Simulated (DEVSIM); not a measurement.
Structure: illuminated Ge n-on-p cell, one wavelength, at 250 K.

| layer (left to right) | material | thickness (μm) | Nd (cm⁻³) | Na (cm⁻³) | τn (s) | τp (s) | absorption coefficient (cm⁻¹) |
|---|---|---|---|---|---|---|---|
| 1 | Ge | 0.370 | 1.1e18 | - | 3.6e-5 | 5e-5 | 140 |
| 2 | Ge | 150 | - | 3.5e16 | 7.4e-5 | 7.4e-5 | 140 |

Left contact: ohmic, minority hole recombination velocity 2000 cm/s. Right contact: ohmic, minority electron recombination velocity 2e5 cm/s. Voltage is applied to the left contact. Recombination: SRH at mid-gap, radiative, Auger. Light enters at the left, 3.7e16 photons cm⁻² s⁻¹, one pass, no reflection. Mobility is constant in doping.

This is a model device: material constants are rounded textbook-type values typed into the input, and sizes, dopings and lifetimes were drawn at random. Values at 300 K; Nc and Nv go as T^1.5, mobilities as T to minus their exponent, the gap by Varshni's rule with the affinity fixed.

```
parameter               Ge
----------------  --------
gap (eV)             0.664
affinity (eV)            4
permittivity            16
Nc (cm⁻³)          1.04e19
Nv (cm⁻³)             6e18
μn (cm²/Vs)           3900
μp (cm²/Vs)           1900
T exponent of μn      1.66
T exponent of μp      2.33
B (cm³/s)          6.4e-14
Cn (cm⁶/s)           1e-31
Cp (cm⁶/s)           1e-31
Varshni α (eV/K)  0.000477
Varshni β (K)          235
```

Model (solved in DEVSIM): 1D drift-diffusion, Boltzmann statistics, complete ionisation; no tunnelling, impact ionisation, image-force lowering or self-heating.

The doping Na of layer 2 was swept, all else fixed.

| doping Na of layer 2 (cm^-3) | dark forward voltage at 100 A/cm² (V) | largest power (mW/cm²) | open-circuit voltage (V) | potential step across the device at zero bias (V) |
|---|---|---|---|---|
| 1e15 | 0.473 | 0.428 | 0.183 | 0.459 |
| 3.5e15 | 0.477 | 0.508 | 0.210 | 0.486 |
| 1e16 | 0.483 | 0.578 | 0.232 | 0.508 |
| 3.5e16 | 0.495 | 0.661 | 0.259 | 0.535 |
| 1e17 | 0.510 | 0.731 | 0.281 | 0.558 |
| 3.5e17 | 0.531 | 0.819 | 0.306 | 0.585 |
| 1e18 | 0.547 | 0.854 | 0.324 | 0.608 |

From the first row to the last the dark forward voltage at 100 A/cm² goes from 0.473 to 0.547. From the first row to the last the largest power goes from 0.428 to 0.854.
